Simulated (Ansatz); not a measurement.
## monolayer ZrSe$_{2}$: band-edge transport data

Here is the system:

```
ZrSe2
1.0
    3.79880     0.00000     0.00000
   -1.89940     3.28986     0.00000
    0.00000     0.00000    19.09986
Zr Se
1 2
Direct
  0.00000   0.00000   0.50000
  0.33333   0.66667   0.58285
  0.66667   0.33333   0.41715
```

Calculation: HSE06, rigid bands (plane waves, PAW, scalar-relativistic; Ansatz, a quantum-chemistry and plane-wave program). Cell: cell and atoms relaxed with PBE.

The band gap is 1.16 eV and the electron conductivity mass (300 K, dilute) comes out as 0.39 mₑ. The effective density of states N_c (300 K) comes out as 2.0e13 cm⁻² and the Seebeck coefficient, n-type 1.9e12 cm⁻², 300 K is -373 μV/K.

Rigid bands; masses and Seebeck coefficients take one relaxation time τ for all states and one kind of carrier; polarons and phonon drag are left out. Spin-orbit coupling is left out. Geometry: cell and atoms relaxed with PBE.

Model free-standing layer, not matched to a measured one here: monolayer ZrSe2.
